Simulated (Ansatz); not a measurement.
## Defect calculation: Ge vacancy + 4 H in germanium

Computed with PBE, PAW (plane waves to 420 eV; Ansatz, a program for electronic structure). Details: 64-site cell; 2×2×2 shifted k-points; start: the Ge site; 4 H on the vacancy's neighbours; the functional closes the host's gap; energies good to tenths of an eV; relaxed from one start, so a lower configuration may exist.

Neighbours after relaxation, in Å: of the emptied site: H 1.13, H 1.13, H 1.13, H 1.13; of the H atom: Ge 1.55, H 1.85, H 1.85, H 1.85; of the H atom: Ge 1.55, H 1.85, H 1.85, H 1.85.

Formation energies E_f are those of the neutral cell. Chemical conditions: host crystal and elements as references (Δμ(Ge) = 0.00 eV, Δμ(H) = 0.00 eV; H taken from its element, since no compound that bounds it was computed at this level; only phases computed here count, gases as isolated molecules at 0 K). Reference phases: Ge: germanium, H: H2 molecule in a box.

The name describes the start; the neighbours show where the atoms ended.

| charge | moment (μB) | point group | largest move off a lattice site (Å) | E_f, host crystal and elements as references (eV) |
|---|---|---|---|---|
| 0 | not spin-polarised | Td | 0.18 | 1.38 |

Point groups are those of the whole cell at tolerances of 0.03 and 0.1 Å ("near" where only the looser one holds); none is given for unsettled states.
